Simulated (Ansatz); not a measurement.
# MoSi2: response to strain

Consider MoSi₂ (space group I4/mmm, No. 139; a = 3.217 Å, c = 7.875 Å; relaxed with 0.1 eV smearing).

Strains are applied to the cell and any free atomic positions relax.

Method: PBE in Ansatz (plane waves to 420 eV, PAW, spin-orbit coupling left out).

Notes on the quantities. pressure: mean of the normal stresses, compression positive.

```csv
isotropic strain (%),pressure (GPa)
-3,23.0
-2.5,?
-1,6.6
-0.5,3.2
0,0.0
1.5,-8.3
2,-10.6
2.5,-12.8
3,-14.8
```

### Question
Fit P = P₀ − Bδ + Cδ² with δ = (1 + ε)³ − 1 to the rows shown and predict the withheld row.

### Answer
Least squares on the printed values gives P₀ = 0.0 GPa, B = 211 GPa (at held cell shape), C = 583 GPa (largest residual 0.2 GPa); this predicts 18.6 GPa, and the run gives 18.4 GPa, 0.2 lower.

Whether these cells are dynamically stable was not tested. The final runs are not spin-polarised.

Ansatz is an electronic-structure program.
